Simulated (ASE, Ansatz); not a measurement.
A thermal frame of composition TiSi, cell Ti24Si24, held well above this temperature first [in the CHGNet run: it was liquid; mean temperature 2318 K (target 2310 K); density 3.72 g/cm³, volume +6 % from the start cell's; mean pressure 1.2 GPa against a target of 0], from MD with the machine-learned potential CHGNet 0.3.0 in ASE at 2310 K. All values below come from PBE (plane waves, PAW; Ansatz, a program for electronic structure).

| Item | Value |
|---|---|
| plane-wave cutoff | 420 eV |
| k-points | one point, (1/4, 1/4, 1/4) |
| Fermi-Dirac width | 0.199 eV |
| spin | not polarised; no spin-orbit coupling |

A check of the k-sampling: on the last frame of the same run a denser mesh moved the PBE forces by 0.044 eV/Å rms, the static pressure by 0.01 GPa and the free energy by 2 meV/atom.

```xyz
48
Lattice="9.3372 0.0000 0.0000 0.0000 9.3372 0.0000 0.0000 0.0000 9.3372" Properties=species:S:1:pos:R:3 pbc="T T T"
Ti     0.2312     6.3532     3.0455
Ti     4.6525     7.5137     2.7549
Ti    -0.7459     1.0265     9.7552
Ti     9.3238     3.6885     4.7087
Ti     4.6106     5.6218     7.7710
Ti     9.9139     5.2143     7.1722
Ti     2.1596     3.4793     7.2516
Ti     2.7701     7.6259     7.5122
Ti     2.1678     0.8427    -0.6503
Ti     3.8855     3.4381     0.9463
Ti     4.9725    -0.7905    -0.0272
Ti     6.3365     3.4203     5.2271
Ti     6.6324     4.0902    -0.0197
Ti     6.9344     0.1459     2.2285
Ti     7.1212     6.6135     1.5588
Ti     6.8379     0.7520     7.3483
Ti     4.7243     2.3722     7.5967
Ti     5.3315    -3.2098     5.0791
Ti     9.9656    -0.8024     5.3019
Ti     5.3237     0.5617     4.7921
Ti     0.2843     1.3363     6.5878
Ti     3.4962     0.4539     2.1112
Ti     2.4567     5.6987     4.8840
Ti     2.3910     2.1566     4.2701
Si     7.6325     5.3388     4.3228
Si     7.7349     6.3132    -0.8155
Si     9.8252     8.1520     8.6320
Si     1.8151     4.4288     2.5005
Si     8.2766     3.1489     7.2365
Si     1.3658     2.7645     9.9845
Si     6.9492     5.0772     6.7646
Si     3.6992     3.9654     5.5888
Si     5.8263     1.8279     0.3450
Si     2.9861    10.2581     6.2954
Si     5.2510     2.2657     2.9817
Si     9.4230     8.4700     1.5697
Si     7.2582    -1.5160     4.0613
Si     9.0307     4.3561    11.1973
Si     4.0684     4.8490     3.0068
Si    -1.4043     1.1316     4.5205
Si     4.5750     5.9378    10.2554
Si     2.4209     7.7078     1.2154
Si     5.7314     7.6056     7.1294
Si     0.3528     1.1790     2.8636
Si     1.9647     5.8286    -0.0749
Si     7.4827     2.8673     2.8194
Si    -0.9764     7.1297     6.2496
Si     3.0256    -0.7315     4.5355
```

Give the forces on atoms 1, 10, 15, 33, 37, 46 (eV/Å), the static pressure (no kinetic part).


```json
[
 {"atom": "Ti1", "Fx Fy Fz": "0.824 1.429 1.000"},
 {"atom": "Ti10", "Fx Fy Fz": "-1.101 -0.236 -0.526"},
 {"atom": "Ti15", "Fx Fy Fz": "0.303 -0.050 0.906"},
 {"atom": "Si33", "Fx Fy Fz": "0.279 -2.587 1.096"},
 {"atom": "Si37", "Fx Fy Fz": "-0.198 -0.638 0.302"},
 {"atom": "Si46", "Fx Fy Fz": "0.588 -0.195 -0.311"}
]
```
- static pressure (no kinetic part): -1.12 GPa
